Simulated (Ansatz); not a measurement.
The reference is AlRu in the CsCl type structure (space group Pm-3m, No. 221; relaxed with 0.1 eV smearing).

```
CELL_PARAMETERS angstrom
      2.98315     0.00000     0.00000
      0.00000     2.98315     0.00000
      0.00000     0.00000     2.98315
ATOMIC_POSITIONS crystal
  Al 0.50000 0.50000 0.50000
  Ru 0.00000 0.00000 0.00000
```

Cartesian axes are those of the cell as printed.

Computed with r2SCAN (Ansatz, a program for electronic structure, PAW, spin-orbit coupling left out).

Now apply this change: the cell is stretched by 2.00 % along z with no lateral relaxation; the atoms relax in the strained cell.

Problem. Predict the stress tensor and what it implies for the stiffness.

Solution. Stress of the strained cell less that of the base (GPa, compression positive):
```
   -3.0     0.0     0.0
    0.0    -3.0     0.0
    0.0     0.0    -6.5
```

Then −Δσ_ii/ε with ε = 0.0200 gives secant stiffness values (nonlinear terms included at this strain): C33 ≈ 323 GPa, C13 ≈ 148 GPa and C23 ≈ 148 GPa.

As a check, the harmonic strain energy −½ V₀ Δσ:ε is 5.4 meV/atom; the computed energy rise is 5.5 meV/atom.

Whether these cells are dynamically stable was not tested. All final runs are without spin polarisation.
